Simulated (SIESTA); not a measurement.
Worked example: self-consistent single point of BaHfO3 (Pm-3m, 5 atoms in the cell) in SIESTA

Computed with GGA PBE, numerical atomic orbitals DZP, PseudoDojo PBE standard norm-conserving potentials (rewritten from UPF to PSML) (SIESTA).

Input as run:

```
# files in the folder: Ba.psml Hf.psml O.psml (PseudoDojo PBE standard)
SystemName  BaHfO3
SystemLabel siesta

NumberOfAtoms                5
NumberOfSpecies              3
%block ChemicalSpeciesLabel
  1 56 Ba
  2 72 Hf
  3 8 O
%endblock ChemicalSpeciesLabel
LatticeConstant              4.122462 Ang
%block LatticeVectors
     1.000000000    0.000000000    0.000000000
     0.000000000    1.000000000    0.000000000
     0.000000000    0.000000000    1.000000000
%endblock LatticeVectors
AtomicCoordinatesFormat      Fractional
%block AtomicCoordinatesAndAtomicSpecies
     0.000000000    0.000000000    0.000000000  1
     0.500000000    0.500000000    0.500000000  2
     0.500000000    0.000000000    0.500000000  3
     0.000000000    0.500000000    0.500000000  3
     0.500000000    0.500000000    0.000000000  3
%endblock AtomicCoordinatesAndAtomicSpecies

XC.functional                GGA
XC.authors                   PBE
PAO.BasisSize                DZP
PAO.EnergyShift              0.01 Ry
MeshCutoff                   400 Ry
%block kgrid.MonkhorstPack
    6   0   0  0.0
    0   6   0  0.0
    0   0   6  0.0
%endblock kgrid.MonkhorstPack
OccupationFunction           FD
ElectronicTemperature        20.0 meV

MaxSCFIterations             150
SCF.Mixer.Method             Pulay
SCF.Mixer.Weight             0.2
SCF.Mixer.History            6
SCF.DM.Tolerance             1.0E-04
Diag.ParallelOverK           true
WriteForces                  true
```

Output, abridged:

```
reinit: Reading from file input.fdf

reinit: System Name: BaHfO3
reinit: System Label: siesta

coor:   Atomic-coordinates input format  =     Fractional

siesta: Atomic coordinates (Bohr) and species
siesta:      0.00000   0.00000   0.00000  1        1
siesta:      3.89516   3.89516   3.89516  2        2
siesta:      3.89516   0.00000   3.89516  3        3
siesta:      0.00000   3.89516   3.89516  3        4
siesta:      3.89516   3.89516   0.00000  3        5

siesta: System type = bulk

initatomlists: Number of atoms, orbitals, and projectors:      5    67    89

siesta: ******************** Simulation parameters ****************************
redata: Spin configuration                          = none
redata: Time-Reversal Symmetry                      = T
redata: Number of Atomic Species                    =        3
redata: Mesh Cutoff                                 =   400.0000 Ry
redata: Net charge of the system                    =     0.0000 |e|
redata: Min. number of SCF Iter                     =        0
redata: Max. number of SCF Iter                     =      150
redata: SCF convergence failure will abort job
redata: SCF mix quantity                            = Hamiltonian
redata: Mix DM or H after convergence               =   F
redata: Recompute H after scf cycle                 =   F
redata: Mix DM in first SCF step                    =   T
redata: No kicks to SCF
redata: DM Mixing Weight for Kicks                  =     0.5000
redata: Require Harris convergence for SCF          =   F
redata: Harris energy tolerance for SCF             =     0.000100 eV
redata: Require DM convergence for SCF              =   T
redata: DM tolerance for SCF                        =     0.000100
redata: Require EDM convergence for SCF             =   F
redata: EDM tolerance for SCF                       =     0.001000 eV
redata: Require H convergence for SCF               =   T
redata: Hamiltonian tolerance for SCF               =     0.001000 eV
redata: Require (free) Energy convergence for SCF   =   F
redata: (free) Energy tolerance for SCF             =     0.000100 eV
redata: Using DFT-D3 dispersion                     =   F
redata: Using Saved Data (generic)                  =   F
redata: Method of Calculation                       = Diagonalization
redata: Electronic Temperature                      =   232.0904 K
redata: Number of TDED substeps                     =        3
redata: Dynamics option                             = Single-point calculation
redata: Save all siesta data in one NC              =   F
redata: ***********************************************************************

%block SCF.Mixers
  Pulay
%endblock SCF.Mixers

%block SCF.Mixer.Pulay
  # Mixing method
  method pulay
  variant stable

  # Mixing options
  weight 0.2000
  weight.linear 0.2000
  history 6
%endblock SCF.Mixer.Pulay

DM_history_depth set to one: no extrapolation allowed by default for geometry relaxation
Size of DM history Fstack: 1
Total number of electrons:    40.000000
Total ionic charge:    40.000000

* ProcessorY, Blocksize:    1  64

* Orbital distribution balance (max,min):    67    67

k-point displ. along   1 input, could be:     0.00    0.50
k-point displ. along   2 input, could be:     0.00    0.50
k-point displ. along   3 input, could be:     0.00    0.50
 Kpoints in:          144 . Kpoints trimmed:          132

siesta: k-grid: Number of k-points = 132
siesta: k-points from Monkhorst-Pack grid
siesta: k-cutoff (effective) =    12.367 Ang
siesta: k-point supercell and displacements
siesta: k-grid:     6     0     0      0.000
siesta: k-grid:     0     6     0      0.000
siesta: k-grid:     0     0     6      0.000

diag: Algorithm                                     = D&C
diag: Parallel over k                               =   F
diag: Use parallel 2D distribution                  =   F
diag: Parallel block-size                           = 64
diag: Parallel distribution                         =     1 x     1
diag: Used triangular part                          = Lower
diag: Absolute tolerance                            =  0.100E-15
diag: Orthogonalization factor                      =  0.100E-05
diag: Memory factor                                 =  1.0000

superc: Internal auxiliary supercell:     5 x     5 x     5  =     125
superc: Number of atoms, orbitals, and projectors:    625   8375  11125

                        Single-point calculation

superc: Internal auxiliary supercell:     5 x     5 x     5  =     125
superc: Number of atoms, orbitals, and projectors:    625   8375  11125

outcell: Unit cell vectors (Ang):
        4.122462    0.000000    0.000000
        0.000000    4.122462    0.000000
        0.000000    0.000000    4.122462

outcell: Cell vector modules (Ang)   :    4.122462    4.122462    4.122462
outcell: Cell angles (23,13,12) (deg):     90.0000     90.0000     90.0000
outcell: Cell volume (Ang**3)        :     70.0600
new_DM -- step:     1
Initializing Density Matrix...

Attempting to read DM from file... Failed...
DM filled with atomic data:

InitMesh: MESH = 50 x 50 x 50 = 125000
InitMesh: Mesh cutoff (required, used) =   400.000   406.564 Ry

stepf: Fermi-Dirac step function

        iscf     Eharris(eV)        E_KS(eV)     FreeEng(eV)     dDmax    Ef(eV) dHmax(eV)
   scf:    1    -3622.673664    -3645.690289    -3645.690289  1.308485 -3.562247  8.891005
   scf:    2    -3656.219018    -3651.740267    -3651.740267  0.308931 -4.523025  5.096149
   scf:    3    -3653.655360    -3653.257830    -3653.257830  0.243246 -5.531510  1.196136
   scf:    4    -3653.280564    -3653.287746    -3653.287746  0.083183 -5.823237  0.766550
   scf:    5    -3653.273662    -3653.301510    -3653.301510  0.028945 -6.193791  0.448856
   scf:    6    -3653.313557    -3653.312713    -3653.312713  0.007649 -6.022864  0.116034
   scf:    7    -3653.312875    -3653.312800    -3653.312800  0.001342 -6.022802  0.111348
   scf:    8    -3653.313261    -3653.313094    -3653.313094  0.006169 -6.057953  0.006613
   scf:    9    -3653.313096    -3653.313096    -3653.313096  0.000082 -6.059936  0.000196

SCF Convergence by DM+H criterion
max |DM_out - DM_in|         :     0.0000822138
max |H_out - H_in|      (eV) :     0.0001955710
SCF cycle converged after 9 iterations

Using DM_out to compute the final energy and forces

siesta: E_KS(eV) =            -3653.3131

siesta: E_KS - E_eggbox =     -3653.3131

siesta: Atomic forces (eV/Ang):
     1    0.000000   -0.000000   -0.000000
     2    0.000000    0.000000   -0.000000
     3   -0.000000   -0.000000   -0.000000
     4   -0.000000    0.000000   -0.000000
     5   -0.000000   -0.000000    0.000000
   Tot   -0.000000   -0.000000    0.000000
   Max    0.000000
   Res    0.000000    sqrt( Sum f_i^2 / 3N )
   Max    0.000000    constrained

Stress tensor Voigt[x,y,z,yz,xz,xy] (kbar):     -115.08     -115.08     -115.08        0.00        0.00       -0.00
(Free)E + p*V (eV/cell)    -3648.2810
Target enthalpy (eV/cell)    -3653.3131

siesta: Program's energy decomposition (eV):
siesta: Ebs     =      -829.283832
siesta: Eions   =      5075.918644
siesta: Ena     =       851.697941
siesta: Ekin    =      1494.023199
siesta: Enl     =       -34.337845
siesta: Eso     =         0.000000
siesta: Edftu   =         0.000000
siesta: DEna    =        23.909076
siesta: DUscf   =         2.606477
siesta: DUext   =         0.000000
siesta: Ex      =      -851.428916
siesta: Ec      =       -63.864384
siesta: Exc     =      -915.293300
siesta: Eharris =     -3653.313096
siesta: Etot    =     -3653.313096
siesta: FreeEng =     -3653.313096

siesta: Stress tensor (static) (eV/Ang**3):
siesta:    -0.071825   -0.000000    0.000000
siesta:    -0.000000   -0.071825    0.000000
siesta:     0.000000    0.000000   -0.071825

siesta: Cell volume =         70.059976 Ang**3

siesta: Pressure (static):
siesta:                Solid            Molecule  Units
siesta:           0.00078228          0.00078228  Ry/Bohr**3
siesta:           0.07182536          0.07182536  eV/Ang**3
siesta:         115.07690712        115.07690712  kBar
```

The run converged in 9 iterations.

The starting cell has typed, rounded lattice constants, without a prior relaxation at this level. Its lattice was rescaled by a random factor within 2.5 % of one. Values carry the incompleteness of an atom-centred basis. With a pressure of about 12 GPa the cell is away from its equilibrium volume at this level.
